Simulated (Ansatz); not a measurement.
## Convergence study of the plane-wave cutoff for MgTiF6 (R3, 8 atoms in the cell)

```
CELL_PARAMETERS angstrom
      2.61611     1.51041     4.45784
     -2.61611     1.51041     4.45784
      0.00000    -3.02082     4.45784
ATOMIC_POSITIONS crystal
  Mg 0.50374 0.50374 0.50374
  Ti 0.00000 0.00000 0.00000
  F  0.67162 0.84246 0.24225
  F  0.32838 0.15754 0.75775
  F  0.24225 0.67162 0.84246
  F  0.75775 0.32838 0.15754
  F  0.84246 0.24225 0.67162
  F  0.15754 0.75775 0.32838
```

Level of theory: PBEsol, default PAW files made with PBE (plane waves; Ansatz, a quantum-chemistry and plane-wave program).

Base settings: basis.ecutwfc = 420 eV; kpoints.mp_grid.grid = 5 5 5; hamiltonian.xc = pbesol; hamiltonian.pseudopotentials = {kind: paw} (the program's default PAW files); scf.occupations.method = fixed.

The second cell is the first with its lattice scaled by 0.98.

The mesh stays at the base's, so the ladder's end is converged at best in this setting alone.

The first pressure column holds Ansatz's estimate of the finite-basis (Pulay) stress, which hides part of the cutoff error; the other is without it.

Only quantities that move along the ladder and can be compared are tabulated.

The count of work is k-points × plane waves × bands × iterations; it is no time. 

The starting cell comes from a database of computed structures (which also holds hypothetical and non-ambient phases and stackings), without a prior relaxation at this level. Its lattice was rescaled by up to half a per cent. One atom was moved a little off its site on purpose.

Steps (basis.ecutwfc): 145 eV; 170 eV; 190 eV; 210 eV; 230 eV; 250 eV; 295 eV; 335 eV; 380 eV; 420 eV; 460 eV; 505 eV; 565 eV; 630 eV; 735 eV; 840 eV; 1010 eV.

Task: What is the coarsest basis.ecutwfc that holds the pressure without the Pulay estimate within 0.1 GPa of the last step, with all finer ones?

Result: 460 eV, at 0.31 of the last step's count of work; the step before is off by 0.70 GPa.

Task: What is the coarsest basis.ecutwfc that holds the free energy within 5 meV/atom of the last step, with all finer ones?

Result: 460 eV, at 0.31 of the last step's count of work; the step before is off by 5.7 meV/atom.

Task: What is the coarsest basis.ecutwfc that holds the energy of the compressed cell less the first within 1 meV/atom of the last step, with all finer ones?

Result: 380 eV, at 0.23 of the last step's count of work; the step before is off by 2.5 meV/atom.

| basis.ecutwfc | free energy less the last step's (meV/atom) | energy of the compressed cell less the first (meV/atom) | pressure (GPa) | pressure without the Pulay estimate (GPa) | largest difference of a force vector from the last step's (eV/Å) | count of work / last |
|---|---|---|---|---|---|---|
| 145 eV | 34900.88 | 232.14 | -15.21 | -957.25 | 1.879 | 0.069 |
| 170 eV | 19183.00 | 133.49 | 17.69 | -638.68 | 1.915 | 0.078 |
| 190 eV | 11545.77 | 76.12 | 16.92 | -446.47 | 2.244 | 0.091 |
| 210 eV | 6802.86 | 14.45 | 5.32 | -303.92 | 1.449 | 0.11 |
| 230 eV | 3950.47 | 2.67 | -2.12 | -202.24 | 0.411 | 0.13 |
| 250 eV | 2284.80 | 4.59 | -3.95 | -132.98 | 0.274 | 0.14 |
| 295 eV | 609.95 | 9.02 | -2.55 | -47.28 | 0.248 | 0.17 |
| 335 eV | 165.49 | 11.35 | -1.03 | -16.81 | 0.078 | 0.19 |
| 380 eV | 29.40 | 13.97 | -0.74 | -4.44 | 0.003 | 0.23 |
| 420 eV | 5.73 | 14.04 | -0.73 | -1.45 | 0.003 | 0.27 |
| 460 eV | 2.25 | 14.03 | -0.72 | -0.80 | 0.003 | 0.31 |
| 505 eV | 1.92 | 14.01 | -0.73 | -0.75 | 0.003 | 0.36 |
| 565 eV | 1.51 | 13.97 | -0.74 | -0.77 | 0.002 | 0.42 |
| 630 eV | 1.20 | 13.93 | -0.74 | -0.75 | 0.001 | 0.49 |
| 735 eV | 1.02 | 13.90 | -0.75 | -0.77 | 0.000 | 0.62 |
| 840 eV | 0.48 | 13.90 | -0.75 | -0.79 | 0.000 | 0.77 |
| 1010 eV | 0.00 | 13.89 | -0.75 | -0.75 | 0.000 | 1.0 |

The energy difference between the two cells stays within 1 meV/atom of the last step's from 380 eV on, the total only from 840 eV on: much of the error is common to both cells and cancels.

At the lowest cutoff the pressure without the Pulay estimate lies 956 GPa under the last step's, the usual sign of Pulay stress in an incomplete plane-wave basis.

Keys are those of Ansatz 0.2.
